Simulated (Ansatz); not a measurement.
Base system: Cu3N (space group Pm-3m, No. 221; a = 3.765 Å). Axes: x, y, z lie along the cube axes.

Level of theory: Kohn–Sham DFT with the PBEsol functional, run in Ansatz (an electronic-structure program) with PAW and 420 eV plane waves, scalar-relativistic without spin-orbit coupling.

For the base:

| Property | Value |
|---|---|
| Pressure | 0.0 GPa |
| Shortest interatomic distance | 188.2 pm |

Perturbation: tensile biaxial strain of 1.00 % in the plane normal to [111], as in epitaxy on a mismatched substrate; the out-of-plane cell vector and the atoms relax.

### Question
Estimate the effect on the energy relative to the base, pressure and shortest interatomic distance.

### Answer
The energy grows by 0.8 meV/atom; the pressure (mean of the normal stresses, compression positive) goes from zero to -0.6 GPa; the shortest interatomic distance rises by 0.32 pm, from 188.2 pm to 188.6 pm.

Whether these cells are dynamically stable was not tested. The final runs are not spin-polarised. Gaps under 0.05 eV, about the width of the smearing, are given as zero.
